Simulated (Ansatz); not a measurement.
# What strain tensor (xx, yy, zz, yz, xz, xy) = (+1.21, −0.17, −1.52, −1.05, −2.18, −0.39) % does to CaO

The parent structure is CaO in the NiAs type structure (space group P6_3/mmc, No. 194; a = 3.3006 Å, c = 5.7879 Å; a model cell, its experimental status unchecked). Axes: x lies along a and z along c of the hexagonal cell.

It is then changed as follows: strain tensor (xx, yy, zz, yz, xz, xy) = (+1.21, −0.17, −1.52, −1.05, −2.18, −0.39) %, atoms relaxed at fixed cell.

Calculations: PBEsol, PAW, 420 eV (Ansatz, an electronic-structure program; scalar-relativistic without spin-orbit coupling). Settings: 11×11×6 k-points, 0.05 eV Fermi–Dirac smearing.

| quantity | base | changed | shift |
|---|---|---|---|
| volume per atom | 13.65 Å³ | 13.58 Å³ | -0.076 Å³ |
| space group | P6_3/mmc (No. 194) | P-1 (No. 2) | – |
| energy relative to the base (free energy F) | 0 meV/atom | +8.4 meV/atom | +8.4 meV/atom |
| pressure (mean of the normal stresses, compression positive) | 0.00 GPa | 0.99 GPa | +0.99 GPa |
| band gap | 3.77 eV | 3.84 eV | +0.062 eV |
| smallest direct gap | 3.77 eV | 3.84 eV | +0.07 eV |
| valence-band top at Γ (three highest levels, from the VBM) | 0.00, 0.00, -0.25 eV | 0.00, -0.05, -0.22 eV | – |
| valley order (the lowest conduction-band minima on the path, energy above the VBM, named in the base's zone) | Γ 3.77 eV; M (1/2, 0, 0) 3.85 eV | M (1/2, 0, 0) 3.84 eV; M (0, 1/2, 0) 3.84 eV; Γ 3.84 eV; M (1/2, 1/2, 0) 3.85 eV | – |
| stress (xx, yy, zz, yz, xz, xy; compression positive) | – | (-1.80, 0.18, 4.59, 0.95, 1.89, 0.65) GPa | – |

Whether these cells are dynamically stable was not tested. This is not the structure that CaO has at room temperature and ambient pressure.
